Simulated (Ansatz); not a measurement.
Results of HSE06 (PAW; Ansatz, a first-principles code) for InSb (model structure, started from the CdTe type, P3₁21, No. 152, 6 atoms in the cell).

Run with plane-wave cutoff 460 eV, 6×6×4 k mesh (along the axes of the cell as run), Fermi–Dirac smearing 0.05 eV, scalar-relativistic PAW data made under PBE.

Cell (relaxed with PBEsol):

```cif
data_In3Sb3
_chemical_formula_sum 'In3 Sb3'
_space_group_name_H-M_alt 'P3121'
_space_group_IT_number 152
_space_group_name_Hall 'P 31 2"'
_cell_length_a 4.58923
_cell_length_b 4.58923
_cell_length_c 10.02284
_cell_angle_alpha 90.000
_cell_angle_beta 90.000
_cell_angle_gamma 120.000
loop_
_atom_site_label
_atom_site_type_symbol
_atom_site_symmetry_multiplicity
_atom_site_Wyckoff_symbol
_atom_site_fract_x
_atom_site_fract_y
_atom_site_fract_z
_atom_site_occupancy
In1 In 3 a 0.55447 0.55447 0.00000 1
Sb1 Sb 3 b 0.53561 0.53561 0.50000 1
```

**Question.** Estimate the band gap and smallest direct gap on the k points sampled that the calculation returns.

**Answer.** 
- band gap: 0.25 eV (on the SCF k mesh)
- smallest direct gap on the k points sampled: 0.27 eV

Note: PBE has no gap here, and a hybrid on a coarse mesh can open a false one; the relaxation could raise the start's symmetry but not lower it, so the cell can be a saddle point; cell and atoms aren't relaxed at this level (pressure 0.8 GPa).

Spin–orbit coupling is not included; it can close the smallest gap of 0.25 eV.

Static lattice: no zero-point or thermal effects.

The result took roughly 7 core-minutes.

A model structure was made by putting elements into a prototype or built by hand; it is no filed structure, need not be a known phase, and can be a saddle point held by its symmetry.
